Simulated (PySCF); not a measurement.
PySCF 2.14.0, PBE0/def2-svpd, df: W(NMe)(S)(OH)2 (C[N]=[W]([OH])([OH])=[S]), 11 atoms. The geometry is a generated start, not checked to be a minimum at this level.

```json
{
  "task": "energy",
  "method": "pbe0",
  "basis": "def2-svpd",
  "two_electron_scheme": "density fitting",
  "mol.max_memory": "3000 MB",
  "mf.max_cycle": "100",
  "mf.init_guess": "minao (default)",
  "mf.DIIS": "CDIIS (default)",
  "mf.diis_space": "8 (default)",
  "mf.conv_tol": "1e-09 (default)",
  "mf.grids.level": "3 (default)",
  "effective_core_potentials": "those of the basis set, past Kr",
  "basis_functions": "188",
  "grid_points": "148416"
}
```

```xyz
11

W      0.1917     0.4789     0.9786
N     -0.1059    -0.2917    -0.5967
C     -0.1059    -0.9448    -1.8589
H      0.9140    -1.2586    -2.1195
H     -0.7476    -1.8341    -1.8414
H     -0.4723    -0.2725    -2.6440
S      2.3663     0.4133     1.2685
O     -0.2384     2.3056     0.9105
H     -0.4296     3.1893     0.5800
O     -0.5218    -0.5353     2.3816
H     -0.8505    -1.2501     2.9412
```

Charge 0 and multiplicity 1 are set for this test and not shown to be the ground state.

One run each on 2 threads, 1 BLAS thread. Values of level_shift (Hartree) tried: 0 (default), 0.1, 0.3, 1.

**Question.** Which value of level_shift (Hartree) needs the fewest Fock builds, and what happens away from it?

**Answer.** Fewest Fock builds, within one of each other: 0 (default) with 15, 0.1 with 14. The count rises to 47 at 1. All converge to one solution.

| level_shift (Hartree) | Fock builds | end |
|---|---|---|
| 0 (default) | 15 | same solution |
| 0.1 | 14 | same solution |
| 0.3 | 19 | same solution |
| 1 | 47 | same solution |
